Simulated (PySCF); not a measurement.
PySCF 2.14.0, WB97X/def2-svp, df: Zr(Cl)(OH)2(Me) ([CH3][Zr]([OH])([OH])[Cl]), 10 atoms. The geometry is a generated start, not checked to be a minimum at this level.

| Quantity | Value |
|---|---|
| task | energy |
| method | wb97x |
| basis | def2-svp |
| two-electron scheme | density fitting |
| mol.max_memory | 3000 MB |
| mf.max_cycle | 100 |
| mf.init_guess | minao (default) |
| mf.DIIS | CDIIS (default) |
| mf.diis_space | 8 (default) |
| mf.conv_tol | 1e-09 (default) |
| mf.grids.level | 3 (default) |
| effective core potentials | those of the basis set, past Kr |
| basis functions | 116 |
| grid points | 132592 |

```xyz
10

Zr     0.7962     0.2081    -0.1814
Cl     2.0765     1.7190     0.9801
O      1.3327    -1.5838    -0.1094
H      1.2173    -2.3129    -0.7278
O      0.2467     0.6379    -1.9144
H     -0.2430     0.1390    -2.5769
C     -1.1096     0.2773     0.9686
H     -1.1983     1.2783     1.4285
H     -1.1124    -0.4695     1.7813
H     -2.0060     0.1068     0.3514
```

Charge 0 and multiplicity 1 are set for this test and not shown to be the ground state.

One run each on 2 threads, 1 BLAS thread. Values of level_shift (Hartree) tried: 0 (default), 0.1, 0.3, 1.

Task: How does the count of Fock builds change with level_shift (Hartree), and where is it least?

Result: Fewest Fock builds, within one of each other: 0 (default) with 14, 0.1 with 15. The count rises to 31 at 1. All converge to one solution.

| level_shift (Hartree) | Fock builds | end |
|---|---|---|
| 0 (default) | 14 | same solution |
| 0.1 | 15 | same solution |
| 0.3 | 17 | same solution |
| 1 | 31 | same solution |
